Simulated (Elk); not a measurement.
Elk run on TaN (Fm-3m, 2 atoms in the cell): self-consistent single point.

Computed with PBE, all-electron FP-LAPW, Elk's shipped species files, default APW+lo basis (Elk).

The change in words: lattice scaled by 0.98. Reference geometry:
```yaml
crystal:
  lattice:
    - [0.00000, 2.21132, 2.21132]
    - [2.21132, 0.00000, 2.21132]
    - [2.21132, 2.21132, 0.00000]
  atoms:
    - { symbol: Ta, position: [0.50000, 0.50000, 0.50000] }
    - { symbol: N, position: [0.00000, 0.00000, 0.00000] }
```

Reference input (self-consistent single point, DFT, PBE, all-electron FP-LAPW, Elk's shipped species files, default APW+lo basis): xctype = 20; rgkmax = 7; stype = 0; swidth = 0.00734986 Ha; ngridk = 9 9 9; rmtscf = 0.85. This run's input differs from it in these lines:

```diff
@@ -19,3 +19,3 @@
 scale
-  5.909713686
+  5.791518077
```

Output (repeated stretches shortened):

```
│ Self-consistent loop started │
│ Loop number : 1 │
 total energy                :     -15674.0438238
│ Loop number : 2 │
 total energy                :     -15674.5778047
RMS change in Kohn-Sham potential (target) :    1.723602431     (  0.1000000000E-05)
Absolute change in total energy (target)   :   0.5339809721     (  0.1000000000E-03)
│ Loop number : 3 │
 total energy                :     -15674.1813329
RMS change in Kohn-Sham potential (target) :    1.694236599     (  0.1000000000E-05)
Absolute change in total energy (target)   :   0.2629766140     (  0.1000000000E-03)
│ Loop number : 4 │
   [... lines left out ...]
Absolute change in total energy (target)   :   0.4639172348E-03 (  0.1000000000E-03)
│ Loop number : 14 │
 total energy                :     -15681.0601912
RMS change in Kohn-Sham potential (target) :   0.1908103846E-05 (  0.1000000000E-05)
Absolute change in total energy (target)   :   0.1587676161E-03 (  0.1000000000E-03)
│ Loop number : 15 │
 total energy                :     -15681.0601678
RMS change in Kohn-Sham potential (target) :   0.4859212658E-06 (  0.1000000000E-05)
Absolute change in total energy (target)   :   0.6308228876E-04 (  0.1000000000E-03)
Convergence targets achieved

│ Loop number : 16 │

Energies :
 Fermi                       :     0.625234410012
 total energy                :     -15681.0601520

Density of states at Fermi energy :    22.69319765
 (states/Hartree/unit cell)

Estimated indirect band gap :   0.5366577818E-02
 from k-point     28 to k-point     19
Estimated direct band gap   :   0.4151372871E-01
 at k-point     31

Charges :
 core                        :    48.00000000
 valence                     :    32.00000000
 interstitial                :    3.509854934
 muffin-tins (core leakage)
  species :    1 (Ta)
   atom    1                 :    70.66595137     (  0.4809240089E-05)
  species :    2 (N)
   atom    1                 :    5.824193701     (  0.3170457062E-05)
 total in muffin-tins        :    76.49014507
 total calculated charge     :    79.99528757
 total charge                :    80.00000000
 error                       :   0.4712434147E-02

│ Self-consistent loop stopped │
```

The run converged in 16 iterations. The count includes the last loop, which Elk runs after its targets are met. Against the reference run the total energy rises by 49.4 meV/atom.

The starting cell comes from a database of computed structures (which also holds hypothetical and non-ambient phases and stackings), without a prior relaxation at this level. For this run, on top of that: lattice scaled by 0.98. Spin-orbit coupling is off. Spin polarisation is off. Values depend on the basis (sphere radii, cutoffs, local orbitals), which need not be converged. The log's line on a gap gives a spacing of levels on this mesh, which the program prints for metals too.
